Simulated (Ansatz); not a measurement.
Results of HSE06 in Ansatz (PAW) for LaB3C3 (model structure, started from the SrB3C3 type, Pm-3n, No. 223, 14 atoms in the cell).

The input as run:

Ansatz 0.2 input:
```yaml
crystal:
  lattice:
    - [4.8720279822, 0.0, 0.0]
    - [0.0, 4.8720279822, 0.0]
    - [0.0, 0.0, 4.8720279822]
  atoms:
    - { symbol: La, position: [0.5, 0.5, 0.5] }
    - { symbol: La, position: [0.0, 0.0, 0.0] }
    - { symbol: B, position: [0.25, 0.0, 0.5] }
    - { symbol: B, position: [0.5, 0.25, 0.0] }
    - { symbol: B, position: [0.5, 0.75, 0.0] }
    - { symbol: B, position: [0.75, 0.0, 0.5] }
    - { symbol: B, position: [0.0, 0.5, 0.75] }
    - { symbol: B, position: [0.0, 0.5, 0.25] }
    - { symbol: C, position: [0.25, 0.5, 0.0] }
    - { symbol: C, position: [0.0, 0.25, 0.5] }
    - { symbol: C, position: [0.0, 0.75, 0.5] }
    - { symbol: C, position: [0.75, 0.5, 0.0] }
    - { symbol: C, position: [0.5, 0.0, 0.75] }
    - { symbol: C, position: [0.5, 0.0, 0.25] }
basis:
  ecutwfc: 460
  ecutrho_ratio: 4
  xc_grid: 2
kpoints:
  mp_grid: { grid: [4, 4, 4] }
hamiltonian:
  xc: hse06
  dispersion: none
  pseudopotentials: { kind: paw }
scf:
  occupations: { method: fermi_dirac, width: 0.01 }
  convergence: { dr2_threshold: 0.0000000014 }
output:
  forces: true
  stress: true
  eigenvalues: true
```

### Question
How many irreducible k-points, plane waves at Γ does the program set up, and what pressure does the run end with?

### Answer
10 irreducible k-points, 2553 plane waves at Γ; P = 1.73 GPa, so the cell is compressed on average and its volume would grow at this level.

Output (set-up and result lines):

```
WARN output.stress: scf.exx.energy_threshold = 1e-6 eV is looser than the 1.4e-7 eV advised for a stress under a hybrid functional (1e-8 eV for each atom of …
Crystal: 14 atoms, lattice volume = 115.646 Å³
Basis set: ecut = 460 eV, 2553 PW (Γ), exchange–correlation on 72×72×72 points (8 copies of the dense FFT grid, shifted against one another)
Bands: 46, of which v1, the nominal top of the filled ones, is band 32 counted from 1 (31 counted from 0)
Symmetry: 48 space group operations
Space group: Pm-3n (ITA 223), of the structure as read, at distance tolerance 4.9e-5 Å
k-points: 10 of 64
SCF iter   1: F=—  HF=-14942.607640 eV  |F-HF|=—  |Δ(HF+E_count)|=         —  Δρ=1.00e-2  dr2=2.19e-1
SCF iter   2: F=—  HF=-14942.551930 eV  |F-HF|=—  |Δ(HF+E_count)|=   5.57e-2  Δρ=5.30e-3  dr2=4.54e-2
  ...
Crystal: 14 atoms, lattice volume = 115.646 Å³
Initial density: handed on by an earlier stage of this run
Crystal: 14 atoms, lattice volume = 115.646 Å³
SCF iter   4: F=—  HF=-14952.726693 eV  |F-HF|=—  |Δ(HF+E_count)|=   2.10e-7  Δρ=5.29e-6  dr2=4.41e-8
SCF iter   5: F=-14952.726693 eV  HF=-14952.726693 eV  |F-HF|=7.11e-10  |Δ(HF+E_count)|=   1.87e-8  Δρ=7.50e-7  dr2=1.18e-9
SCF 3 converged in 5 iterations: F = -14952.726693 eV  dr2 = 1.18e-9
Free energy (F): -14952.726693 eV
Internal energy: -14952.726693 eV  (E = F + TS)
E sigma→0 (E₀):  -14952.726693 eV
Fermi energy:    16.013942 eV
--- Forces (eV/Å), atoms counted from 1 ---
  atom   1  La     0.00000000    -0.00000000     0.00000000
  atom   2  La     0.00000000     0.00000000     0.00000000
  atom   3  B      0.00000000    -0.00000000    -0.00000000
  atom   4  B     -0.00000000     0.00000000     0.00000000
  atom   5  B      0.00000000     0.00000000     0.00000000
  atom   6  B     -0.00000000     0.00000000     0.00000000
  atom   7  B      0.00000000     0.00000000     0.00000000
  atom   8  B      0.00000000     0.00000000     0.00000000
  atom   9  C      0.00000000     0.00000000     0.00000000
  atom  10  C      0.00000000     0.00000000     0.00000000
  atom  11  C     -0.00000000     0.00000000     0.00000000
  atom  12  C      0.00000000    -0.00000000     0.00000000
  atom  13  C      0.00000000     0.00000000     0.00000000
  atom  14  C      0.00000000     0.00000000     0.00000000
--- Stress (GPa, compression-positive) ---
        1.725855       0.000000      -0.000000
        0.000000       1.725855       0.000000
        0.000000       0.000000       1.725855
  P = ⅓ Tr σ = 1.7259 GPa (17.259 kbar)
```

The PAW data were made under PBE.

Note: the relaxation could raise the start's symmetry but not lower it, so the cell can be a saddle point. Note: cell and atoms aren't relaxed at this level (pressure 1.7 GPa).

Computing time: around 2.6 core-minutes (rough).

A model structure was made by putting elements into a prototype or built by hand; it is no filed structure, need not be a known phase, and can be a saddle point held by its symmetry.

Ansatz is an electronic-structure program.
